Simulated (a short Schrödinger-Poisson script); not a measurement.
Stack: gated Al0.4Ga0.6As/GaAs δ-doped gas, at 77 K.

| layer | material | thickness (nm) | Na (cm⁻³) |
|---|---|---|---|
| 1 | Al0.4Ga0.6As | 30 | - |
| 2 | Al0.4Ga0.6As | 20 | - |
| 3 | GaAs | 6000 | 1e16 |

The device is made up for the run: typed textbook-type constants, with dimensions and the other settings drawn at random. Al0.4Ga0.6As: permittivity 11.76, conduction-band edge (eV) 0.316, gap (eV) 1.923, electron mass (mₑ) 0.1002, Nv at 300 K (cm⁻³) 9e18. GaAs: permittivity 12.9, conduction-band edge (eV) 0, gap (eV) 1.424, Nv at 300 K (cm⁻³) 9e18.

Channel valleys (confinement mass, in-plane density-of-states mass, number): Γ 0.067, 0.067, 1. At the gate the conduction-band edge of layer 1 lies 1.07 eV − eVg above the Fermi level of the channel; the field vanishes at the back. Sheet of ionised δ-doping: +1.7e12 e/cm² at 30 nm from the gate. The barrier under the gate holds no holes. Gaps are held at their typed values at every temperature. Mesh 0.08 nm at interfaces.

Solved with a short Schrödinger-Poisson script written for these runs: 1D Poisson equation in equilibrium, electrons quantum, Hartree (BenDaniel-Duke, 40 states a valley, the channel's in-plane mass for all, wave functions free to enter the barrier), parabolic valleys, classical holes, full ionisation, no traps, pinning or gate leakage.

The same stack at other levels of the model or other numerical settings:

```
run                                                                  sheet density of all electrons at Vg = 0.5 V (cm⁻²)  capacitance at Vg = 0.5 V (μF/cm²)  centroid of the channel electrons at Vg = 0.5 V (nm)  gate voltage at 1e11 electrons/cm² (V)  rough cost against the base
-------------------------------------------------------------------  ---------------------------------------------------  ----------------------------------  ----------------------------------------------------  --------------------------------------  ---------------------------
base                                                                                                             1.53e11                               0.182                                                  5.18                                    0.45                      about 1
electrons treated as classical, Boltzmann                                                                        2.09e11                               0.198                                                  0.99                                    0.41                         0.03
electrons treated as classical, Fermi-Dirac                                                                          ___                               0.180                                                   ___                                    0.43                          0.1
electrons treated as quantum, Hartree plus LDA exchange-correlation                                              1.61e11                               0.186                                                   ___                                    0.45                      about 1
mesh six times as coarse                                                                                         1.53e11                               0.182                                                  5.16                                    0.45                          0.2
one subband a valley                                                                                             1.53e11                               0.182                                                  5.17                                    0.45                          0.2
```

Q: Some entries are withheld; supply them.

A: 
- electrons treated as classical, Fermi-Dirac, sheet density of all electrons at Vg = 0.5 V (cm⁻²): 1.83e11
- electrons treated as quantum, Hartree plus LDA exchange-correlation, centroid of the channel electrons at Vg = 0.5 V (nm): 5.10
- electrons treated as classical, Fermi-Dirac, centroid of the channel electrons at Vg = 0.5 V (nm): 2.07

The classical rows ignore confinement, and Boltzmann statistics overrate the density once the band edge passes the Fermi level.
